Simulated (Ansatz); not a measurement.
## NiO: pressure series

Consider NiO in the rock salt structure (space group Fm-3m, No. 225; a = 4.189 Å; ferromagnetic).

Cell and atoms are relaxed at each pressure.

Calculations: r2SCAN (Ansatz, an electronic-structure program; PAW; 500 eV plane waves; no spin-orbit coupling).

Before the change:

```
Quantity   Result
--------  -------
Band gap  0.82 eV
```

Task: The aim is a band gap between 0.57 eV and 0.62 eV. Which of these changes reaches it?
A) pressure 4.5 GPa
B) pressure 15 GPa
C) pressure −2 GPa
D) pressure 30 GPa

Result: B, pressure 15 GPa. It gives 0.60 eV; pressure 4.5 GPa gives 0.75 eV; pressure 30 GPa gives 0.39 eV; pressure −2 GPa gives 0.86 eV. Changes not listed may reach it too

Load acts through the strain it causes; cell and atoms are relaxed under it. Whether these cells are dynamically stable was not tested. No other phases were tried under pressure. No Hubbard U is applied and the magnetic state is the run's own (NiO ferromagnetic); other magnetic orders, which need larger cells, were not tried and can change the gap. Where the two band edges lie in opposite spin channels, the gap is a spin-flip gap. In its common phase, real NiO is an antiferromagnetic insulator at low temperature.
